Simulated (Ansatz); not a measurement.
# Al, pressure series

The reference is Al in the fcc (Cu type) structure (space group Fm-3m, No. 225; a = 4.040 Å).

Cell and atoms are relaxed at each pressure.

Method: Ansatz (a quantum-chemistry and plane-wave program) PBE, spin-orbit coupling left out, earlier PAW set.

Notes on the quantities. enthalpy: H = E + PV relative to the base's energy.

| case | enthalpy | lattice parameter a |
|---|---|---|
| base | – | 4.040 Å |
| pressure −2 GPa | -0.21 eV/atom | 4.078 Å |
| pressure −1 GPa | -0.10 eV/atom | 4.058 Å |
| pressure 3 GPa | +0.30 eV/atom | 3.992 Å |
| pressure 7 GPa | +0.69 eV/atom | 3.939 Å |
| pressure 15 GPa | +1.43 eV/atom | 3.855 Å |
| pressure 30 GPa | +2.71 eV/atom | 3.741 Å |
| pressure 50 GPa | +4.27 eV/atom | 3.634 Å |
| pressure 75 GPa | +6.06 eV/atom | 3.534 Å |
| pressure 100 GPa | +7.73 eV/atom | [?] |

Task: Some entries are withheld; estimate them.

Result: 
- pressure 100 GPa, lattice parameter a: 3.457 Å

Load acts through the strain it causes; cell and atoms are relaxed under it. Stability against distortions was not tested. No other phases were tried under pressure.
